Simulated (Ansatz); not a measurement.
Input:

End structure of a constructed model of the (111)A surface of zinc-blende BN, B-terminated, 2x2 N adatom at H3 (bottom of the slab: 3 H on 4 bottom sites):

```
CELL_PARAMETERS angstrom
      5.12629     0.00000     0.00000
     -2.56315     4.43950     0.00000
      0.00000     0.00000    27.00000
ATOMIC_POSITIONS crystal
  N  0.99965 0.00033 0.33995
  N  0.50068 0.00033 0.33995
  N  0.99965 0.49929 0.33997
  N  0.49999 0.49998 0.33874
  B  0.33982 0.17963 0.35747
  B  0.83331 0.16661 0.35860
  B  0.33986 0.66018 0.35745
  B  0.82032 0.66018 0.35745
  N  0.33333 0.16667 0.41624
  N  0.83333 0.16667 0.41624
  N  0.33333 0.66667 0.41624
  N  0.83333 0.66667 0.41624
  B  0.16667 0.33333 0.43561
  B  0.66667 0.33333 0.43561
  B  0.16667 0.83333 0.43561
  B  0.66667 0.83333 0.43561
  N  0.16651 0.33310 0.49358
  N  0.66659 0.33310 0.49358
  N  0.16677 0.83353 0.49367
  N  0.66679 0.83358 0.49423
  B  0.00242 0.00112 0.51324
  B  0.49870 0.00112 0.51324
  B  0.00006 0.50011 0.51282
  B  0.49882 0.49764 0.51315
  N  0.00363 0.00184 0.57157
  N  0.49822 0.00184 0.57157
  N  0.99997 0.49994 0.57070
  N  0.49818 0.49637 0.57152
  B  0.33334 0.16667 0.59329
  B  0.83353 0.16707 0.58971
  B  0.33291 0.66644 0.58969
  B  0.83353 0.66644 0.58969
  N  0.33332 0.16665 0.66485
  N  0.82921 0.15843 0.64691
  N  0.34150 0.67069 0.64689
  N  0.82919 0.67069 0.64689
  B  0.14518 0.35477 0.67327
  B  0.70959 0.35477 0.67327
  B  0.14518 0.79035 0.67326
  B  0.66664 0.83327 0.65464
  H  0.99773 0.00233 0.30195
  H  0.50459 0.00233 0.30195
  H  0.99768 0.49536 0.30197
  N  0.00001 0.50003 0.70885
```

Slab: 44 atoms, 10.9 Å thick at the start with caps and adatoms (thin: gaps and levels are the slab's own); k 5x5x1, smearing 0.025 eV, dipole-corrected; 8 atoms held, the rest relaxed; symmetry of the start imposed; no spin, no spin-orbit, no U. It is one candidate, not shown to be the stable structure of the face.

Problem. Estimate the highest filled level below the top vacuum level that PBE (Ansatz, a first-principles code) returns for this input.

Solution. 6.66 eV

Problem. Give the gap of the slab on its k-mesh at the level PBE.

Solution. 0.74 eV
